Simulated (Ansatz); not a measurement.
# Amorphous silicon oxynitride (Si30O12N32)

A CHGNet melt-quench gave the starting glass, which DFT then relaxed. O and N atoms were pushed apart under 1.9 Å during the dynamics, to hinder bonds among them. It is a model cell: composition and starting density were chosen by hand, and all elements were melted together. No dispersion term was used.

Methods: PBE, scalar-relativistic without spin-orbit coupling (Ansatz, a program for electronic structure); HSE06, scalar-relativistic without spin-orbit coupling (Ansatz). Geometry, pressure, stress and energy are those of the PBE run. Its sampling: a 2×2×2 Γ-centred mesh; Fermi-Dirac width 0.02 eV; no spin polarisation. Other functionals are single points at the zone centre (r2SCAN at 500 eV; exact exchange cut at the cell's faces), free to take moments where seeds were set. At PBE the levels at the filled edge of the gap are localised (band-tail or defect states), and the nearest spread-out levels lie 3.7 eV apart at the zone centre.

The number of atoms in the cell is 74 and the density (held, not predicted) is 2.90 g/cm³. The volume per atom is 11.47 Å³ and the pressure on a 2×2×2 Γ-centred mesh is 3.75 GPa. The largest force and stress component on that mesh (the relaxation ran on the zone centre alone) comes out as 0.07 eV/Å and 5.9 GPa, the level gap on a 2×2×2 Γ-centred mesh (PBE) is 2.83 eV and the level gap at the zone centre (PBE) is 2.82 eV. The level gap at the zone centre (HSE06) comes out as 4.23 eV.

Neighbours within Si-Si 2.60 Å, Si-O 2.20 Å, Si-N 2.28 Å, O-O 1.58 Å, O-N 1.64 Å, N-N 1.70 Å count as bonded. Two cations that share two anions don't count as bonded, nor two that share one unless they lie closer than Si-Si 2.38 Å.

```
Item                                                              Value
---------------------------------  ------------------------------------
Mean coordination of Si by anions            4.07 (28 with 4, 2 with 5)
Mean coordination of O                       2.08 (11 with 2, 1 with 3)
Mean coordination of N             3.03 (2 with 2, 27 with 3, 3 with 4)
Mean Si-N bond                     1.761 Å (spread 0.081 Å, 97 counted)
Mean Si-O bond                     1.667 Å (spread 0.089 Å, 25 counted)
```

Its density started from a set value of 2.90 g/cm³. The simulated quench (nominally 630 K/ps over its main leg) is rapid and tends to freeze in more defects than a deposited or slowly cooled glass has. Values belong to this one cell and scatter from quench to quench. The volume was held where the preparation left it, at a PBE pressure of 3.8 GPa. Stress components on the final sampling reach 5.9 GPa.
